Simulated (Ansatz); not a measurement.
Take Mg₂Ge in the anti-fluorite structure (space group Fm-3m, No. 225) as the base.

```
CELL_PARAMETERS angstrom
      0.00000     3.18222     3.18222
      3.18222     0.00000     3.18222
      3.18222     3.18222     0.00000
ATOMIC_POSITIONS crystal
  Ge 0.00000 0.00000 0.00000
  Mg 0.25000 0.25000 0.25000
  Mg 0.75000 0.75000 0.75000
```

The values are results of Kohn–Sham DFT with the PBEsol functional, run in Ansatz (a program for electronic structure) with PAW and 420 eV plane waves, spin-orbit coupling left out, not measurements.

Before the change:

The band gap is 0.08 eV. The lattice parameter a is 6.364 Å.

Perturbation: full substitution Ge → Sn, then cell and atoms are relaxed.

Tabulated Pauling electronegativity and covalent radius: Ge 2.01, 1.20 Å; Sn 1.96, 1.39 Å.

Task: How does this affect the band gap?

Result: The band gap goes from 0.08 eV to zero.

Task: What does the calculation give for the lattice parameter a after the change?

Result: The lattice parameter a rises by 0.382 Å, from 6.364 Å to 6.746 Å.

Whether these cells are dynamically stable was not tested. The zero or small gap of Mg2Ge can change with the level of theory.
